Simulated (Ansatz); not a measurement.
Candidates (primitive cells; geometry: relaxed with this functional, without spin-orbit coupling):
A. MgTl (Pm-3m), a = 3.614 Å, b = 3.614 Å, c = 3.614 Å, α = 90.00°, β = 90.00°, γ = 90.00°
B. ScPd (Pm-3m), a = b = c = 3.2685 Å, α = β = γ = 90.00°
C. LuZn (Pm-3m), a = 3.4318 Å, b = 3.4318 Å, c = 3.4318 Å, α = 90.00°, β = 90.00°, γ = 90.00°
D. TaTc (Pm-3m), a = b = c = 3.152 Å, α = β = γ = 90.00°
E. AgZn (Pm-3m), a = b = c = 3.116 Å, α = β = γ = 90.00°

**Question.** Order them by mean free path at 300 K (lowest first) at the level PBEsol, DFPT electron-phonon coupling, linearised Boltzmann equation (Ansatz, a first-principles code).

**Answer.** C (3.9 nm), B (7.0 nm), A (10.2 nm), E (15.6 nm), D (45 nm)

Metals; harmonic phonons alone scatter; means over directions. The mean free path is weighted by the current that each state carries. Halving the electron mesh moves these values by up to 5 %; q meshes are mostly untested. Some of the runs warned that the eigensolver left states short of its tolerance. Spin-orbit coupling is left out.

Formula and space group known from diffraction (Crystallography Open Database), not checked to be the room-temperature form: AgZn (Pm-3m), LuZn (Pm-3m), MgTl (Pm-3m), ScPd (Pm-3m), TaTc (Pm-3m). The missing spin-orbit coupling matters most for LuZn (Pm-3m), MgTl (Pm-3m), TaTc (Pm-3m).
